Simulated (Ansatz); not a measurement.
Seebeck coefficient (μV/K, mean over directions) of n-type LiTaO₃ (R3c) against carrier density, PBEsol, rigid bands run with Ansatz (a first-principles code). Computed gap 3.79 eV; densities at which minority carriers matter at this gap, or further valleys turn the trend, are left out. Conductivity mass 1.25 mₑ (harmonic mean over directions), N_c = 1.7e20 cm⁻³ at 300 K.

| electron density | 300 K | 500 K |
|---|---|---|
| 1e16 cm⁻³ | -1092 | -1168 |
| 1e17 cm⁻³ | -894 | -969 |
| 1e18 cm⁻³ | -695 | -771 |
| 3e18 cm⁻³ | -601 | -676 |
| 1e19 cm⁻³ | [?] | -573 |
| 3e19 cm⁻³ | -405 | -478 |
| 1e20 cm⁻³ | -308 | -376 |
| 3e20 cm⁻³ | -227 | [?] |
| 1e21 cm⁻³ | -144 | -187 |

### Question
Fill in the missing entries.

### Answer

- 1e19 cm⁻³, 300 K: -498
- 3e20 cm⁻³, 500 K: -284

Rigid bands with a gap fixed in temperature, one relaxation time for all states, no polarons or phonon drag, and whether or not such doping can be reached. Spin-orbit coupling is left out; with 5d elements it also splits d-like band edges.
